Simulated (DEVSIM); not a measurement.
**abrupt Si p-n junction**

System: abrupt Si p-n junction, at 300 K.

| layer (left to right) | material | thickness (μm) | Nd (cm⁻³) | Na (cm⁻³) | τn (s) | τp (s) |
|---|---|---|---|---|---|---|
| 1 | Si | 4.50 | - | 6.9e15 | 2.9e-5 | 2.9e-5 |
| 2 | Si | 14.0 | 6.9e17 | - | 2.9e-5 | 2.9e-5 |

Left contact: ohmic. Right contact: ohmic. Voltage is applied to the left contact. Recombination: SRH at mid-gap, radiative, Auger. Mobility is constant in doping.

The device is made up for the run: typed textbook-type constants, with dimensions and the other settings drawn at random. Values at 300 K.

```csv
parameter,Si
gap (eV),1.124
affinity (eV),4.05
permittivity,11.7
Nc (cm⁻³),2.86e19
Nv (cm⁻³),3.1e19
μn (cm²/Vs),1417
μp (cm²/Vs),470
B (cm³/s),4.7e-15
Cn (cm⁶/s),2.8e-31
Cp (cm⁶/s),9.9e-32
```

DEVSIM, 1D drift-diffusion, Boltzmann statistics, complete ionisation; no tunnelling, impact ionisation, image-force lowering or self-heating.

| Quantity | Value |
|---|---|
| Potential step across the device at zero bias | 0.810 V |
| Largest field in the device at zero bias | 56000 V/cm |
| Dark forward voltage at 1 A/cm² | 0.574 V |
| Dark forward voltage at 100 A/cm² | 0.705 V |

Dark reverse current:

```
V (V)   J (A/cm²)
------  ---------
-0.40    -6.5e-10
-1.00     -1.0e-9
-2.00     -1.5e-9
-3.00     -1.9e-9
-4.00     -2.3e-9
-6.00     -2.8e-9
-8.00     -3.3e-9
-10.00    -3.8e-9
-13.00    -4.3e-9
-16.00    -4.9e-9
-20.00    -5.5e-9
```

Dark forward current:

(V (V), J (A/cm²)): (0.05, 1.6e-9); (0.10, 1.2e-8); (0.15, 8.0e-8); (0.20, 5.5e-7); (0.25, 3.8e-6); (0.30, 2.6e-5); (0.35, 0.00018); (0.40, 0.0012); (0.45, 0.0084); (0.50, 0.058); (0.55, 0.40); (0.60, 2.7); (0.65, 17); (0.70, 88); (0.75, 340); (0.80, 970); (0.85, 2200)
